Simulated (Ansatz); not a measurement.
For InAs (model structure, started from the NiAs type, P6₃/mmc, No. 194, 4 atoms in the cell), PBE (Ansatz, a quantum-chemistry and plane-wave program, plane waves, PAW) gives:

```
Property              Result
-------------------  -------
lattice constant a   4.022 Å
lattice parameter c  6.886 Å
```

Problem. What does PBE-D3(BJ) (Ansatz, PAW) give for the same quantities?

Solution. 
- lattice constant a: 3.959 Å (decreases by 1.6 %)
- lattice parameter c: 6.809 Å (decreases by 1.1 %)

Changes are worked out from the printed values.

Unless a cell is named, each level is at its own relaxed cell (PBE 24.12, PBE-D3(BJ) 23.11 Å³/atom).

Ansatz's density-functional and Hartree–Fock values are scalar-relativistic unless marked +SOC, with PAW data made under PBE.

A model structure was made by putting elements into a prototype or built by hand; it is no filed structure, need not be a known phase, and can be a saddle point held by its symmetry.
